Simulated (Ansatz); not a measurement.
A computed series for Ru: response to strain

The reference is Ru in the hcp (Mg type) structure (space group P6_3/mmc, No. 194).

```yaml
crystal:
  lattice:
    - [2.70456, 0.00000, 0.00000]
    - [-1.35228, 2.34222, 0.00000]
    - [0.00000, 0.00000, 4.26009]
  atoms:
    - { symbol: Ru, position: [0.33333, 0.66667, 0.75000] }
    - { symbol: Ru, position: [0.66667, 0.33333, 0.25000] }
```

Cartesian axes are those of the cell as printed.

Strains are applied to the cell and any free atomic positions relax; under biaxial strain the out-of-plane vector relaxes too; under stress the whole cell relaxes.

All numbers come from Kohn–Sham DFT with the r2SCAN functional, run in Ansatz (an electronic-structure program) with PAW and 500 eV plane waves, spin-orbit coupling left out.

Notes on the quantities. pressure: mean of the normal stresses, compression positive.

```tsv
change	shortest interatomic distance	pressure	space group
base	2.641 Å	0.0 GPa	P6_3/mmc (No. 194)
biaxial strain −2.62 %, plane normal [001], relaxed out of plane	2.634 Å	14.4 GPa	P6_3/mmc (No. 194)
biaxial strain −0.83 %, plane normal [001], relaxed out of plane	2.641 Å	4.1 GPa	P6_3/mmc (No. 194)
biaxial strain −0.55 %, plane normal [001], relaxed out of plane	2.641 Å	2.7 GPa	P6_3/mmc (No. 194)
biaxial strain −0.36 %, plane normal [001], relaxed out of plane	2.641 Å	1.7 GPa	P6_3/mmc (No. 194)
biaxial strain +0.54 %, plane normal [001], relaxed out of plane	2.641 Å	-2.5 GPa	P6_3/mmc (No. 194)
uniaxial strain ε_yy = +1.08 %	(withheld)	(withheld)	Cmcm (No. 63)
tensor shear ε_xy = +2.26 %	2.631 Å	0.6 GPa	P2_1/m (No. 11)
tensor shear ε_xz = −0.69 %	2.626 Å	0.1 GPa	C2/c (No. 15)
uniaxial stress, 1 GPa tension along z	2.644 Å	–	P6_3/mmc (No. 194)
```

**Question.** What belongs in the blanks?

**Answer.** 
- uniaxial strain ε_yy = +1.08 %, shortest interatomic distance: 2.645 Å
- uniaxial strain ε_yy = +1.08 %, pressure: -3.4 GPa

Without a gap, meshes like the base's 20×20×11 leave anisotropic stresses uncertain by several tenths of a GPa, and small strain energies with them. Stability under load was not tested beyond the relaxation. All final runs are without spin polarisation.
